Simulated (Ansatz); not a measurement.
Base system: Al in the fcc (Cu type) structure (space group Fm-3m, No. 225; a = 3.992 Å; relaxed with 0.1 eV smearing). Axes: x, y, z lie along the cube axes.

Calculations: r2SCAN (Ansatz, a first-principles code, PAW, spin-orbit coupling left out), earlier PAW set.

Strains are applied to the cell and any free atomic positions relax; under biaxial strain the out-of-plane vector relaxes too.

One change was made to it. Results:

The shortest interatomic distance shrinks by 0.019 Å to 2.804 Å; the energy grows by 2.1 meV/atom.

### Question
What was done to the base?
A) strain tensor (xx, yy, zz, yz, xz, xy) = (−1.19, +0.86, +0.92, +1.00, +0.14, −0.51) %
B) biaxial strain −0.77 %, plane normal [001], relaxed out of plane
C) biaxial strain +0.26 %, plane normal [110], relaxed out of plane
D) uniaxial strain ε_yy = +0.64 %
E) biaxial strain +4.76 %, plane normal [111], relaxed out of plane

### Answer
A, strain tensor (xx, yy, zz, yz, xz, xy) = (−1.19, +0.86, +0.92, +1.00, +0.14, −0.51) %. For comparison, the energy relative to the base in the other runs: biaxial strain +4.76 %, plane normal [111], relaxed out of plane gives +30 meV/atom; uniaxial strain ε_yy = +0.64 % gives +0.3 meV/atom; biaxial strain −0.77 %, plane normal [001], relaxed out of plane gives +0.8 meV/atom; biaxial strain +0.26 %, plane normal [110], relaxed out of plane gives +0.1 meV/atom.

A biaxial case was relaxed in a doubled cell and then solved in the primitive one. Whether these cells are dynamically stable was not tested.
